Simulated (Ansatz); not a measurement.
**TiSi2, response to strain**

Take TiSi$_{2}$ (space group Fddd, No. 70; a = 4.7791 Å, b = 8.2295 Å, c = 8.5206 Å) as the base. Axes: x, y, z lie along a, b, c of the conventional cell.

Strains are applied to the cell and any free atomic positions relax; under biaxial strain the out-of-plane vector relaxes too; under stress the whole cell relaxes.

The values are results of r2SCAN (Ansatz, an electronic-structure program, PAW, spin-orbit coupling left out), not measurements.

Notes on the quantities. energy relative to the base: free energy F; pressure: mean of the normal stresses, compression positive.

```json
[
 {"case": "base", "energy relative to the base": "0 meV/atom", "pressure": "0.0 GPa", "shortest interatomic distance": "2.519 Å", "space group": "Fddd (No. 70)"},
 {"case": "biaxial strain −4.33 %, plane normal [001], relaxed out of plane", "energy relative to the base": "+64 meV/atom", "pressure": "12.7 GPa", "shortest interatomic distance": "2.509 Å", "space group": "Fddd (No. 70)"},
 {"case": "biaxial strain −0.48 %, plane normal [001], relaxed out of plane", "energy relative to the base": "+0.7 meV/atom", "pressure": "1.1 GPa", "shortest interatomic distance": "2.518 Å", "space group": "Fddd (No. 70)"},
 {"case": "biaxial strain +1.93 %, plane normal [001], relaxed out of plane", "energy relative to the base": "+10 meV/atom", "pressure": "-3.9 GPa", "shortest interatomic distance": "2.527 Å", "space group": "Fddd (No. 70)"},
 {"case": "isotropic strain −5.34 %", "energy relative to the base": "+0.202 eV/atom", "pressure": "35.3 GPa", "shortest interatomic distance": "2.391 Å", "space group": "Fddd (No. 70)"},
 {"case": "uniaxial strain ε_xx = +1.75 %", "energy relative to the base": "+4.3 meV/atom", "pressure": "-2.4 GPa", "shortest interatomic distance": "2.531 Å", "space group": "Fddd (No. 70)"},
 {"case": "uniaxial stress, 2 GPa compression along x", "energy relative to the base": "+0.5 meV/atom", "pressure": "–", "shortest interatomic distance": "2.518 Å", "space group": "Fddd (No. 70)"},
 {"case": "tensor shear ε_yz = +0.81 %", "energy relative to the base": "+0.9 meV/atom", "pressure": "0.0 GPa", "shortest interatomic distance": "2.513 Å", "space group": "C2/c (No. 15)"}
]
```

Without a gap, meshes like the base's 13×13×13 leave anisotropic stresses uncertain by several tenths of a GPa, and small strain energies with them. Stability under load was not tested beyond the relaxation. All final runs are without spin polarisation.
